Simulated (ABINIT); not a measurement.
**Short convergence ladders for Pt (Fm-3m, 1 atom in the cell)**

```yaml
crystal:
  lattice:
    - [0.00000, 1.95412, 1.95412]
    - [1.95412, 0.00000, 1.95412]
    - [1.95412, 1.95412, 0.00000]
  atoms:
    - { symbol: Pt, position: [0.00000, 0.00000, 0.00000] }
```

Base method: PBEsol, norm-conserving pseudopotentials (PseudoDojo nc-sr-04 PBEsol standard) (plane waves; ABINIT).

Base settings: pseudos = [Pt.upf]; ecut = 1143 eV; ixc = -116133; occopt = 7; tsmear = 0.00367493 Ha; ngkpt = 5 5 5; nshiftk = 1; shiftk = 0 0 0; potentials = PseudoDojo nc-sr-04 PBEsol standard; nband = 14.

The count of work is k-points × plane waves × bands × iterations; it is no time. 

**The cutoff for other potential files**

Level: DFT, PBEsol, plane waves, PAW (JTH v2.0 PBE PAW, files made for PBE).

In this ladder: pseudos = [Pt.GGA_PBE-JTH.xml]; nband = 10; potentials = JTH v2.0 PBE PAW; pawxcdev = 0. Moved along: pawecutdg.

The second cell is the first with its lattice scaled by 0.98.

The mesh stays at the base's, so the ladder's end is converged at best in this setting alone.

Only quantities that move along the ladder and can be compared are tabulated.

```tsv
ecut	free energy less the last step's (meV/atom)	energy of the compressed cell less the first (meV/atom)	pressure (GPa)	count of work / last
259 eV	348.66	167.37	8.78	0.085
327 eV	69.91	121.36	5.74	0.14
408 eV	15.57	110.34	9.12	0.18
490 eV	10.29	109.47	8.72	0.28
571 eV	2.84	108.79	8.84	0.34
680 eV	1.80	108.47	8.89	0.40
871 eV	0.35	108.37	8.87	0.54
1143 eV	0.00	108.33	8.89	1.0
```

Coarsest ecut that holds the free energy within 5 meV/atom of the last step, with all finer ones: 571 eV, at 0.34 of the last step's count of work; the step before is off by 10 meV/atom.

Coarsest ecut that holds the energy of the compressed cell less the first within 1 meV/atom of the last step, with all finer ones: 571 eV, at 0.34 of the last step's count of work; the step before is off by 1.1 meV/atom.

Coarsest ecut that holds the pressure within 0.2 GPa of the last step, with all finer ones: 490 eV, at 0.28 of the last step's count of work; the step before is off by 0.23 GPa.

The energy difference between the two cells stays within 1 meV/atom of the last step's from 571 eV on, the total only from 871 eV on: much of the error is common to both cells and cancels.

**The cutoff for other potential files**

Level: DFT, PBEsol, plane waves, norm-conserving pseudopotentials (PseudoDojo nc-fr-04 PBEsol standard).

In this ladder: potentials = PseudoDojo nc-fr-04 PBEsol standard.

The second cell is the first with its lattice scaled by 0.98.

The mesh stays at the base's, so the ladder's end is converged at best in this setting alone.

Only quantities that move along the ladder and can be compared are tabulated.

```tsv
ecut	free energy less the last step's (meV/atom)	energy of the compressed cell less the first (meV/atom)	pressure (GPa)	count of work / last
517 eV	5113.07	10.88	-153.51	0.12
626 eV	1864.24	90.36	-76.22	0.16
789 eV	284.56	103.89	-14.11	0.23
980 eV	13.41	94.80	5.11	0.28
1143 eV	1.95	95.15	6.82	0.41
1361 eV	1.46	95.15	6.82	0.46
1714 eV	0.92	95.14	6.82	0.74
2286 eV	0.00	95.14	6.84	1.0
```

Coarsest ecut that holds the pressure within 0.2 GPa of the last step, with all finer ones: 1143 eV, at 0.41 of the last step's count of work; the step before is off by 1.7 GPa.

Coarsest ecut that holds the free energy within 5 meV/atom of the last step, with all finer ones: 1143 eV, at 0.41 of the last step's count of work; the step before is off by 13 meV/atom.

Coarsest ecut that holds the energy of the compressed cell less the first within 0.2 meV/atom of the last step, with all finer ones: 1143 eV, at 0.41 of the last step's count of work; the step before is off by 0.34 meV/atom.

The energy difference between the two cells stays within 1 meV/atom of the last step's from 980 eV on, the total only from 1714 eV on: much of the error is common to both cells and cancels.

At the lowest cutoff the pressure lies 160 GPa under the last step's, the usual sign of Pulay stress in an incomplete plane-wave basis.

**The relaxed cell against the cutoff**

In this ladder: toldfe = default; tolvrs = 1e-11; ionmov = 2; ntime = 40; tolmxf = 5e-05 Ha/bohr; optcell = 2; dilatmx = 1.08; ecutsm = 0.5 Ha.

The mesh stays at the base's, so the ladder's end is converged at best in this setting alone.

Only quantities that move along the ladder and can be compared are tabulated.

```csv
ecut,relaxed volume (Å³/atom),relaxation steps
571 eV,15.098,15
680 eV,15.410,9
789 eV,15.349,6
980 eV,15.290,5
1143 eV,15.279,4
1361 eV,15.279,4
1714 eV,15.279,4
2286 eV,15.279,4
```

Coarsest ecut that holds the relaxed volume within 0.076 Å³/atom of the last step, with all finer ones: 789 eV; the step before is off by 0.13 Å³/atom.

At the lowest cutoff the cell relaxes to a volume 1.2 % smaller than at the highest.

On the base run: the starting cell has typed, rounded lattice constants, without a prior relaxation at this level. Its lattice was rescaled by up to half a per cent. Spin polarisation is off. Without a gap this mesh is coarse (it stands for a supercell whose shortest vector is 14 Å).
